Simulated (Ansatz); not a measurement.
The reference is MoTe₂ (space group P6_3/mmc, No. 194; layered, stacked along the Cartesian z axis).

```yaml
crystal:
  lattice:
    - [3.49664, 0.00000, 0.00000]
    - [-1.74832, 3.02818, 0.00000]
    - [0.00000, 0.00000, 13.69594]
  atoms:
    - { symbol: Te, position: [0.66667, 0.33333, 0.38268] }
    - { symbol: Te, position: [0.33333, 0.66667, 0.88268] }
    - { symbol: Te, position: [0.33333, 0.66667, 0.61732] }
    - { symbol: Te, position: [0.66667, 0.33333, 0.11732] }
    - { symbol: Mo, position: [0.66667, 0.33333, 0.75000] }
    - { symbol: Mo, position: [0.33333, 0.66667, 0.25000] }
```

Cartesian axes are those of the cell as printed.

Calculations: PBE-D3(BJ) (Ansatz, a first-principles code; PAW; 420 eV plane waves; without spin-orbit coupling).

The change: the cell is stretched by 1.80 % along z with no lateral relaxation, atoms relaxed at fixed cell.

Predict the stress tensor and what it implies for the stiffness.

Stress of the strained cell less that of the base (GPa, compression positive):
```
  -0.23    0.00    0.00
   0.00   -0.23    0.00
   0.00    0.00   -1.02
```

Then −Δσ_ii/ε with ε = 0.0180 gives secant stiffness values (nonlinear terms included at this strain): C33 ≈ 57 GPa.

Whether these cells are dynamically stable was not tested. The program warned that a D3 coordination switch lies within reach, so dispersion energies are less smooth here.
